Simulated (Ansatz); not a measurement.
The reference is TaSi$_{2}$ (space group P6_222, No. 180; a = 4.803 Å, c = 6.603 Å). Axes: x lies along a and z along c of the hexagonal cell.

Calculations: PBE, PAW, 420 eV (Ansatz, a quantum-chemistry and plane-wave program; no spin-orbit coupling).

For the base:

```
Property           Result
---------------  --------
Pressure          0.0 GPa
Volume per atom  14.66 Å³
```

The change: tensile biaxial strain of 3.59 % in the plane normal to [001], as in epitaxy on a mismatched substrate; the out-of-plane cell vector and the atoms relax.

### Question
Predict the new pressure.

### Answer
The pressure (mean of the normal stresses, compression positive) goes from zero to -7.9 GPa.

### Question
Predict the new volume per atom.

### Answer
The volume per atom goes up by 0.86 Å³ (14.66 Å³ → 15.52 Å³).

Without a gap, meshes like the base's 11×11×7 leave anisotropic stresses uncertain by several tenths of a GPa, and small strain energies with them. Whether these cells are dynamically stable was not tested. The final runs are not spin-polarised. An odd electron count without spin: TaSi2.
